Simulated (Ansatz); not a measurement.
# Si, response to strain

Take Si in the diamond structure (space group Fd-3m, No. 227; a = 5.444 Å) as the base. Axes: x, y, z lie along the cube axes.

Strains are applied to the cell and any free atomic positions relax; under biaxial strain the out-of-plane vector relaxes too.

All numbers come from r2SCAN, PAW, 500 eV (Ansatz, a quantum-chemistry and plane-wave program; scalar-relativistic without spin-orbit coupling).

Candidates:
(a) biaxial strain −0.83 %, plane normal [111], relaxed out of plane
(b) biaxial strain −2.50 %, plane normal [111], relaxed out of plane
(c) biaxial strain −0.42 %, plane normal [111], relaxed out of plane

Base values:

| Quantity | Result |
|---|---|
| Smallest direct gap | 2.74 eV |

Order them by smallest direct gap, highest first.

(c) biaxial strain −0.42 %, plane normal [111], relaxed out of plane (2.67 eV), (a) biaxial strain −0.83 %, plane normal [111], relaxed out of plane (2.60 eV), (b) biaxial strain −2.50 %, plane normal [111], relaxed out of plane (2.23 eV)

Whether these cells are dynamically stable was not tested.
